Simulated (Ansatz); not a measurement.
**beta Si3N4 (0 0 1) on zinc-blende GaSb (1 1 1) (film strained to the substrate, started from cuts of the bulks and a machine-learned relaxation; metallic at this level, with no gap by band count)**

A periodic stack without vacuum, beta Si3N4 (0 0 1) on zinc-blende GaSb (1 1 1) (film strained to the substrate, started from cuts of the bulks and a machine-learned relaxation; metallic at this level, with no gap by band count): substrate slab Ga12Sb12, film Si24N32, surface cells [[-1, 2], [-1, -1]] and [[1, 0], [0, 1]], film strained by -0.7 and -0.7 %, outermost planes Ga/Sb and NSi/NSi as cut, which need not be the usual terminations and can put a slab off its formula.

The start was prepared with a machine-learned potential, and the result is one local minimum, with the in-plane cell held and forces under 0.04 eV/Å; the film can end far from its bulk form.

These are PBE (plane waves to 420 eV, PAW; Ansatz, a quantum-chemistry and plane-wave program) values and carry that method's errors. No spin–orbit coupling; the runs are not spin-polarised. Its k-point mesh 4×4×1, Fermi–Dirac width 0.05 eV.

| Item | Result |
|---|---|
| interface area | 50.1 Å² |
| period | 25.82 Å |
| gaps between the outermost planes at the two interfaces | 1.52 and 1.69 Å |
| Sb–Si contacts across the interfaces within 1.22 times the sum of covalent radii | 6, mean 2.66 Å |
| Ga–N contacts across the interfaces within 1.22 times the sum of covalent radii | 3, mean 1.94 Å |
| N–Sb contacts across the interfaces within 1.22 times the sum of covalent radii | 1, mean 2.12 Å |
| two interfaces | unlike, so that offsets are their mean |

```yaml
crystal:
  lattice:
    - [7.60805, 0.00046, -0.11172]
    - [-3.80397, 6.58921, 0.08754]
    - [1.82594, -2.24829, 25.78428]
  atoms:
    - { symbol: Ga, position: [0.32033, 0.59916, 0.03328] }
    - { symbol: Ga, position: [0.88961, 0.39119, 0.03322] }
    - { symbol: Ga, position: [0.09420, 0.16671, 0.03318] }
    - { symbol: Ga, position: [0.44071, 0.42750, 0.17021] }
    - { symbol: Ga, position: [0.76193, 0.09287, 0.17043] }
    - { symbol: Ga, position: [0.10488, 0.77356, 0.16989] }
    - { symbol: Ga, position: [0.43068, 0.14091, 0.30976] }
    - { symbol: Ga, position: [0.76440, 0.80565, 0.30895] }
    - { symbol: Ga, position: [0.10630, 0.48272, 0.30529] }
    - { symbol: Ga, position: [0.43048, 0.86814, 0.45042] }
    - { symbol: Ga, position: [0.75687, 0.52342, 0.44447] }
    - { symbol: Ga, position: [0.17702, 0.19331, 0.44016] }
    - { symbol: Sb, position: [0.47871, 0.39112, 0.06390] }
    - { symbol: Sb, position: [0.71613, 0.01605, 0.06405] }
    - { symbol: Sb, position: [0.10277, 0.77855, 0.06378] }
    - { symbol: Sb, position: [0.43492, 0.10833, 0.20557] }
    - { symbol: Sb, position: [0.76682, 0.77412, 0.20405] }
    - { symbol: Sb, position: [0.10291, 0.44294, 0.19859] }
    - { symbol: Sb, position: [0.43588, 0.82407, 0.34505] }
    - { symbol: Sb, position: [0.76728, 0.48234, 0.34134] }
    - { symbol: Sb, position: [0.09405, 0.15618, 0.33964] }
    - { symbol: Sb, position: [0.45090, 0.56282, 0.48364] }
    - { symbol: Sb, position: [0.68121, 0.22193, 0.50375] }
    - { symbol: Sb, position: [0.08750, 0.84598, 0.48173] }
    - { symbol: Si, position: [0.18438, 0.75835, 0.62127] }
    - { symbol: Si, position: [0.99422, 0.96711, 0.57011] }
    - { symbol: Si, position: [0.60630, 0.81561, 0.62132] }
    - { symbol: Si, position: [0.37687, 0.39164, 0.56863] }
    - { symbol: Si, position: [0.97001, 0.35007, 0.57178] }
    - { symbol: Si, position: [0.55203, 0.17894, 0.62348] }
    - { symbol: N, position: [0.44655, 0.91874, 0.62160] }
    - { symbol: N, position: [0.11450, 0.22947, 0.56280] }
    - { symbol: N, position: [0.08636, 0.92447, 0.62477] }
    - { symbol: N, position: [0.74413, 0.85959, 0.56618] }
    - { symbol: N, position: [0.44487, 0.55196, 0.62495] }
    - { symbol: N, position: [0.50054, 0.25059, 0.56556] }
    - { symbol: N, position: [0.11213, 0.59856, 0.56675] }
    - { symbol: N, position: [0.81295, 0.28223, 0.62641] }
    - { symbol: Si, position: [0.18284, 0.79957, 0.73735] }
    - { symbol: Si, position: [0.00676, 0.00907, 0.68114] }
    - { symbol: Si, position: [0.60169, 0.85291, 0.73719] }
    - { symbol: Si, position: [0.37256, 0.42858, 0.68149] }
    - { symbol: Si, position: [0.95604, 0.37798, 0.68230] }
    - { symbol: Si, position: [0.54704, 0.21777, 0.73759] }
    - { symbol: N, position: [0.44419, 0.95726, 0.73822] }
    - { symbol: N, position: [0.11144, 0.27135, 0.68160] }
    - { symbol: N, position: [0.07567, 0.95525, 0.73840] }
    - { symbol: N, position: [0.74419, 0.89895, 0.68068] }
    - { symbol: N, position: [0.44584, 0.59065, 0.73842] }
    - { symbol: N, position: [0.48213, 0.27502, 0.68067] }
    - { symbol: N, position: [0.10919, 0.63958, 0.68102] }
    - { symbol: N, position: [0.80946, 0.32660, 0.73897] }
    - { symbol: Si, position: [0.17926, 0.83705, 0.85131] }
    - { symbol: Si, position: [0.00523, 0.04776, 0.79484] }
    - { symbol: Si, position: [0.59799, 0.88975, 0.85121] }
    - { symbol: Si, position: [0.36954, 0.46664, 0.79501] }
    - { symbol: Si, position: [0.95118, 0.41319, 0.79530] }
    - { symbol: Si, position: [0.54466, 0.25571, 0.85139] }
    - { symbol: N, position: [0.44076, 0.99484, 0.85317] }
    - { symbol: N, position: [0.10836, 0.30946, 0.79629] }
    - { symbol: N, position: [0.07151, 0.99184, 0.85208] }
    - { symbol: N, position: [0.74265, 0.93979, 0.79479] }
    - { symbol: N, position: [0.44322, 0.62773, 0.85213] }
    - { symbol: N, position: [0.47695, 0.31143, 0.79492] }
    - { symbol: N, position: [0.10662, 0.67551, 0.79500] }
    - { symbol: N, position: [0.80695, 0.36412, 0.85235] }
    - { symbol: Si, position: [0.17657, 0.87763, 0.96373] }
    - { symbol: Si, position: [0.00377, 0.08579, 0.90929] }
    - { symbol: Si, position: [0.59134, 0.92284, 0.96376] }
    - { symbol: Si, position: [0.36613, 0.50504, 0.90943] }
    - { symbol: Si, position: [0.94709, 0.44850, 0.90951] }
    - { symbol: Si, position: [0.54550, 0.29189, 0.96382] }
    - { symbol: N, position: [0.43766, 0.03206, 0.96789] }
    - { symbol: N, position: [0.10550, 0.34721, 0.91197] }
    - { symbol: N, position: [0.07529, 0.03139, 0.96461] }
    - { symbol: N, position: [0.74134, 0.97838, 0.90849] }
    - { symbol: N, position: [0.43704, 0.66829, 0.96474] }
    - { symbol: N, position: [0.47306, 0.34921, 0.90869] }
    - { symbol: N, position: [0.10280, 0.71064, 0.90866] }
    - { symbol: N, position: [0.80022, 0.39354, 0.96482] }
```
